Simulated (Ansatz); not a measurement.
The parent structure is C in the diamond structure (space group Fd-3m, No. 227).

```yaml
crystal:
  lattice:
    - [0.00000, 1.78014, 1.78014]
    - [1.78014, 0.00000, 1.78014]
    - [1.78014, 1.78014, 0.00000]
  atoms:
    - { symbol: C, position: [0.00000, 0.00000, 0.00000] }
    - { symbol: C, position: [0.25000, 0.25000, 0.25000] }
```

Cartesian axes are those of the cell as printed.

Method: r2SCAN/PAW in Ansatz (a program for electronic structure), no spin-orbit coupling.

Base values:

| Quantity | Value |
|---|---|
| Valence-band top at Γ | 0.00, 0.00, 0.00 eV |
| Band gap | 4.36 eV |
| Pressure | 0.00 GPa |

Perturbation: tensile biaxial strain of 0.21 % in the plane normal to [110], as in epitaxy on a mismatched substrate; the out-of-plane cell vector and the atoms relax.

Question: How does this affect the valence-band top at Γ?

Answer: The valence-band top at Γ (three highest levels, from the VBM) becomes 0.00, 0.00, -0.02 eV (base: 0.00, 0.00, 0.00 eV).

Question: What does the calculation give for the band gap after the change?

Answer: The band gap drops by 0.027 eV to 4.34 eV.

Question: Predict the new out-of-plane strain.

Answer: The out-of-plane strain amounts to -0.03 %.

Question: Predict the new pressure.

Answer: The pressure (mean of the normal stresses, compression positive) goes from zero to -1.76 GPa.

A biaxial case was relaxed in a doubled cell and then solved in the primitive one. Whether these cells are dynamically stable was not tested.
